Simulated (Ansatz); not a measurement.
Base system: Ag in the fcc (Cu type) structure (space group Fm-3m, No. 225; relaxed with 0.1 eV smearing).

```
Ag
1.0
    0.00000     2.07447     2.07447
    2.07447     0.00000     2.07447
    2.07447     2.07447     0.00000
Ag
1
Direct
  0.00000   0.00000   0.00000
```

All numbers come from PBE (Ansatz, a quantum-chemistry and plane-wave program; PAW; 420 eV plane waves; scalar-relativistic without spin-orbit coupling), earlier PAW set.

Before the change:

The pressure comes out as 0.0 GPa.

Modification: the cell is scaled by 1.0264 in all directions; the atoms relax in the strained cell.

How does this affect the energy relative to the base?

The energy goes up by 28 meV/atom.

Estimate the effect on the pressure.

The pressure goes from zero to -5.7 GPa.

Whether these cells are dynamically stable was not tested.
